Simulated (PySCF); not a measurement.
PySCF 2.14.0, CCSD (frozen core)/cc-pvdz: Si(F)(GeH3)2(H) (F[SiH]([GeH3])[GeH3]), 11 atoms. The geometry is a generated start, not checked to be a minimum at this level.

- task: ccsd
- basis: cc-pvdz
- two-electron scheme: exact four-centre integrals
- frozen core: true
- mf.init_guess: minao (default)
- mf.DIIS: CDIIS (default)
- mf.diis_space: 8 (default)
- mf.conv_tol: 1e-09 (default)
- basis functions (reference run): 121

On 4 threads, 1 BLAS thread. Build: conda-forge: OpenMP (GNU), OpenBLAS with its own threads, libcint, Libxc. Single runs; times are not shown.

Values of mol.max_memory tried: 8000 MB, 4000 MB, 2000 MB, 1000 MB, 500 MB, 300 MB, 200 MB.

Q: What happens as the memory setting falls?

A: It runs down to 200 MB, the lowest tried, with the same result. At 8000 MB: SCF integrals in memory, transformation in memory. From 500 MB down: SCF integrals in memory, transformation through a file. From 300 MB down: direct SCF, transformation through a file.

| mol.max_memory | path | peak memory |
|---|---|---|
| 8000 MB | SCF integrals in memory, transformation in memory | 0.69 GiB |
| 4000 MB | SCF integrals in memory, transformation in memory | 0.69 GiB |
| 2000 MB | SCF integrals in memory, transformation in memory | 0.68 GiB |
| 1000 MB | SCF integrals in memory, transformation in memory | 0.68 GiB |
| 500 MB | SCF integrals in memory, transformation through a file | 1.2 GiB |
| 300 MB | direct SCF, transformation through a file | 0.98 GiB |
| 200 MB | direct SCF, transformation through a file | 0.98 GiB |

Peak memory is the kernel's count for the largest process, libraries included and scratch files not. The peak passes the setting at 500 MB, 300 MB, 200 MB: it is no hard cap.
